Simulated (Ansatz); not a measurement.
Consider TiO2 in the rutile structure (space group P4_2/mnm, No. 136; a = 4.591 Å, c = 2.939 Å). Axes: x, y, z lie along a, b, c of the conventional cell.

All numbers come from Ansatz (an electronic-structure program), PBEsol, PAW, cutoff 420 eV, spin-orbit coupling left out.

Base values:

| Property | Result |
|---|---|
| Valence-band top at Γ | 0.00, -0.45, -0.45 eV |
| Band gap | 1.87 eV |

The change: tensile biaxial strain of 1.20 % in the plane normal to [001], as in epitaxy on a mismatched substrate; the out-of-plane cell vector and the atoms relax.

**Question.** Predict the new out-of-plane strain.

**Answer.** The out-of-plane strain amounts to -0.74 %.

**Question.** Predict the new valence-band top at Γ.

**Answer.** The valence-band top at Γ (three highest levels, from the VBM) becomes 0.00, -0.41, -0.41 eV (base: 0.00, -0.45, -0.45 eV).

**Question.** Predict the new band gap.

**Answer.** The band gap increases by 0.02 eV, from 1.87 eV to 1.89 eV.

**Question.** Estimate the effect on the in-plane stress.

**Answer.** The mean in-plane stress (compression positive) is -4.2 GPa.

Stability against distortions was not tested. The final runs are not spin-polarised.
